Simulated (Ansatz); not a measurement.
Response to strain in hypothetical CsCl type BiB

The reference is BiB in the CsCl type structure (space group Pm-3m, No. 221; a hypothetical phase, not in the database extracts checked; relaxed with 0.1 eV smearing).

```xyz
2
Lattice="3.3094 0.0000 0.0000 0.0000 3.3094 0.0000 0.0000 0.0000 3.3094" Properties=species:S:1:pos:R:3 pbc="T T T"
B      0.0000     0.0000     0.0000
Bi     1.6547     1.6547     1.6547
```

Cartesian axes are those of the cell as printed.

Strains are applied to the cell and any free atomic positions relax; under biaxial strain the out-of-plane vector relaxes too.

Level of theory: PBEsol/PAW in Ansatz (a program for electronic structure), no spin-orbit coupling.

Notes on the quantities. pressure: mean of the normal stresses, compression positive; energy relative to the base: free energy F.

| change | pressure | space group | energy relative to the base |
|---|---|---|---|
| base | 0.0 GPa | Pm-3m (No. 221) | 0 meV/atom |
| biaxial strain −1.97 %, plane normal [001], relaxed out of plane | 2.2 GPa | P4/mmm (No. 123) | +6.9 meV/atom |
| biaxial strain −1.10 %, plane normal [110], relaxed out of plane | 0.6 GPa | Cmmm (No. 65) | +1.2 meV/atom |
| biaxial strain +4.04 %, plane normal [111], relaxed out of plane | -1.1 GPa | R-3m (No. 166) | +7.8 meV/atom |
| isotropic strain +2.62 % | -5.3 GPa | Pm-3m (No. 221) | +26 meV/atom |
| isotropic strain +3.99 % | -7.4 GPa | Pm-3m (No. 221) | +58 meV/atom |
| uniaxial strain ε_xx = +4.49 % | -3.1 GPa | P4/mmm (No. 123) | +13 meV/atom |

Stability against distortions was not tested. All final runs are without spin polarisation.
